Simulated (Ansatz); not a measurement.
## Al2O3, pressure series

Start from Al₂O₃ in the corundum structure (space group R-3c, No. 167; a = 4.8080 Å, c = 13.1216 Å (hexagonal axes)).

Cell and atoms are relaxed at each pressure.

Level of theory: PBE (Ansatz, an electronic-structure program; PAW; 420 eV plane waves; no spin-orbit coupling), earlier PAW set.

Candidates:
(a) pressure 30 GPa
(b) pressure 4.5 GPa
(c) pressure 2.1 GPa

For the base:

Band gap: 5.86 eV

Task: Order them by band gap, highest first.

Result: (a) pressure 30 GPa (7.16 eV), (b) pressure 4.5 GPa (6.09 eV), (c) pressure 2.1 GPa (5.97 eV)

Load acts through the strain it causes; cell and atoms are relaxed under it. Stability against distortions was not tested. Competing high-pressure phases were not computed.
